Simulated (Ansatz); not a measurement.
Model glasses of amorphous InGaZnO4, 66 to 68 atoms (In9Ga9Zn9O36 before any change). Each row is one cell at a composition chosen by hand, melted whole on the CHGNet potential with the anions pushed apart under 1.9 Å, quenched within some picoseconds, far faster than a real film, and relaxed with PBE, scalar-relativistic without spin-orbit coupling (plane waves to 420 eV, PAW; Ansatz, an electronic-structure program). Each is the lower in DFT energy of 2 quenches. Cycles of charging and discharging were tried on some cells ahead of these points, and a cell that came back lower was taken. The column on the box says what of it was relaxed with the atoms; held means as the quench left it. Cells that kept moments or hold spare charge are left out.

At the relaxed places, the spacing of the highest filled and the lowest empty level was computed at the zone centre with PBE and with r2SCAN, without spin polarisation. A level counts as spread where PBE shares it among more than a fifth of the atoms; else the element of the atom with the largest weight is named. Formal charges balance in every cell (each cation at its usual highest valence, Cu and Ag at +1, Sb at +3, H at +1, O at −2, N at −3, F and Cl at −1). r2SCAN ran with plane waves to 500 eV. Where a level is localised, the spacing isn't the band gap.

```
cell                  change               box  highest filled on  lowest empty on  spacing, PBE (eV)  spacing, r2SCAN (eV)
---------------  -----------  ----------------  -----------------  ---------------  -----------------  --------------------
In9Ga9Zn9O37Cu2  +2 Cu, +1 O             shape                 Cu               Cu               0.44                  0.45
In9Ga9Zn9O37Ag2  +2 Ag, +1 O             shape                 Ag           spread               0.58                  0.98
In9Ga9Zn9O39W     +3 O, +1 W  volume and shape                  O           spread               0.68                  1.16
In9Ga9Zn9O39Lu2  +2 Lu, +3 O             shape             spread           spread               0.80                  1.23
In9Ga9Zn9O37Na2  +2 Na, +1 O             shape             spread           spread               0.82                  1.27
In9Ga9Zn9O38Si   +2 O, +1 Si  volume and shape             spread           spread               0.91                  1.36
In9Ga9Zn9O37K2    +2 K, +1 O             shape                  O           spread               0.96              withheld
In9Ga9Zn9O38Ti   +2 O, +1 Ti             shape                  O           spread               1.07                  1.55
In9Ga9Zn9O39Sc2  +3 O, +2 Sc             shape                  O           spread               1.19                  1.65
```

**Question.** Fit a straight line of the last column on the one before it through the 8 full rows, and predict the withheld value for In9Ga9Zn9O37K2.

**Answer.** Means: x = 0.811, y = 1.206. Slope = Σ(Δx Δy) / Σ(Δx²) = 0.6116 / 0.4289 = 1.426; intercept = 1.206 − (1.426) × 0.811 = 0.050 eV; r.m.s. residual 0.110 eV. Prediction: 0.050 + (1.426) × 0.96 = 1.42 eV. The run gave 1.41 eV, a miss of 0.01 eV, within the residual.
